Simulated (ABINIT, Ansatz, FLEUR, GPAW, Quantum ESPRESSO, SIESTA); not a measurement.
# Code comparison for MgAu (P1, 2 atoms in the cell)

Self-consistent single point, at a second geometry (atoms moved at random). First geometry:

```
MgAu
1.0
    3.23851     0.00000     0.00000
    0.00000     3.23851     0.00000
    0.00000     0.00000     3.23851
Mg Au
1 1
Direct
  0.50000   0.50000   0.50000
  0.00000   0.00000   0.00000
```

Second geometry:
```
CELL_PARAMETERS angstrom
      3.23851     0.00000     0.00000
      0.00000     3.23851     0.00000
      0.00000     0.00000     3.23851
ATOMIC_POSITIONS crystal
  Mg 0.50478 0.50596 0.50866
  Au 0.99522 0.99404 0.99134
```

Shared settings, as Ansatz (an electronic-structure program) writes them: kpoints.mp_grid.grid = 7 7 7; scf.occupations.method = gaussian; scf.occupations.width = 0.0073 Ry. Potentials and cutoffs stand in the table.

```json
[
 {"code": "ABINIT", "model": "PBEsol, norm-conserving pseudopotentials (PseudoDojo nc-sr-04 PBEsol standard)", "ΔF from the first geometry (meV/atom)": "5.3", "pressure (GPa)": "1.41", "largest force (eV/Å)": "0.281", "cutoff": "84 Ry"},
 {"code": "FLEUR", "model": "PBEsol, all-electron FLAPW (FLEUR), scalar-relativistic valence", "ΔF from the first geometry (meV/atom)": "–", "pressure (GPa)": "–", "largest force (eV/Å)": "0.278", "cutoff": "Kmax 4.1 1/bohr"},
 {"code": "GPAW", "model": "PBEsol, GPAW PAW datasets PBEsol (made by gpaw-setup)", "ΔF from the first geometry (meV/atom)": "5.2", "pressure (GPa)": "1.72", "largest force (eV/Å)": "0.279", "cutoff": "850 eV"},
 {"code": "Quantum ESPRESSO", "model": "PBEsol, PseudoDojo standard norm-conserving (PBESOL) pseudopotentials", "ΔF from the first geometry (meV/atom)": "5.3", "pressure (GPa)": "1.42", "largest force (eV/Å)": "0.281", "cutoff": "85 Ry"},
 {"code": "Ansatz", "model": "PBEsol, PAW files made with PBE", "ΔF from the first geometry (meV/atom)": "5.1", "pressure (GPa)": "1.40", "largest force (eV/Å)": "0.276", "cutoff": "30.9 Ry"},
 {"code": "SIESTA", "model": "GGA PBEsol, numerical atomic orbitals TZP, PseudoDojo PBEsol standard norm-conserving potentials (rewritten from UPF to PSML)", "ΔF from the first geometry (meV/atom)": "6.1", "pressure (GPa)": "-0.16", "largest force (eV/Å)": "0.339", "cutoff": "grid 350 Ry"}
]
```

A dash marks a value that a program does not give, or that is left out as unsure.

On Ansatz's run: spin-orbit coupling is off.

The spread over the programs that give each value: ΔF from the first geometry within 1.0 meV/atom; pressure within 1.88 GPa; largest force within 0.063 eV/Å.

SIESTA uses small atom-centred bases, whose incompleteness enters pressures, forces and empty levels differently from a plane-wave cutoff. FLEUR treats all electrons, but the usual bases taken here (sphere radii, linearisation, local orbitals, empty states) were not tested for convergence, so the values are no reference for the others. Ansatz's pressure is given at a fixed set of plane waves, as the other plane-wave codes print theirs; with its correction for the finite basis it is 1.43 GPa. In the pressure, SIESTA (by 1.57) lies more than 1 GPa from the median of the plane-wave programs.

The starting cell comes from a database of computed structures (which also holds hypothetical and non-ambient phases and stackings), without a prior relaxation at this level. Its lattice was rescaled by a random factor within 2.5 % of one. For this run, on top of that: atoms moved at random.

Left out of this page: CP2K (unsound by tests on forces, stress, charge or solver warnings); Elk (not drawn, or without a comparable value).

Keys are those of Ansatz 0.2.
